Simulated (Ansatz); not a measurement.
System: Nd (Fm-3m, No. 225, 1 atom in the cell; start mp-159; a measured phase of this formula has another space group). Method: LDA (plane waves, PAW; Ansatz, a quantum-chemistry and plane-wave program).

Settings: plane-wave cutoff 520 eV, 18×18×18 k mesh, Fermi–Dirac smearing 0.05 eV, spin-polarised start, scalar-relativistic PAW data made under PBE.

Cell (relaxed at this level):

```cif
data_Nd
_chemical_formula_sum 'Nd1'
_space_group_name_H-M_alt 'P 1'
_space_group_IT_number 1
_cell_length_a 3.23068
_cell_length_b 3.23068
_cell_length_c 3.23068
_cell_angle_alpha 60.000
_cell_angle_beta 60.000
_cell_angle_gamma 60.000
loop_
_space_group_symop_operation_xyz
  'x, y, z'
loop_
_atom_site_label
_atom_site_type_symbol
_atom_site_fract_x
_atom_site_fract_y
_atom_site_fract_z
_atom_site_occupancy
Nd1 Nd 0.00000 0.00000 0.00000 1
```

Problem. Estimate the bulk modulus B0 that the calculation returns.

Solution. 
* **bulk modulus B0**: 26.4 GPa

The run finds no gap.

Note: the magnetic order was assumed, not searched for or taken from measurement; the bulk modulus is −V dP/dV from two relaxed cells at ±2 % in volume; the relaxation could not lower the start's symmetry, so the cell can be a saddle point above a distorted one; the 4f shell is treated without U or exact exchange, so its levels and filling can be wrong.

Spin–orbit coupling is not included.

The computed numbers hold no vibrational or temperature effects.

The result took roughly 80 core-seconds.

A start named mp-… is a Materials Project structure, which need not be a measured phase.
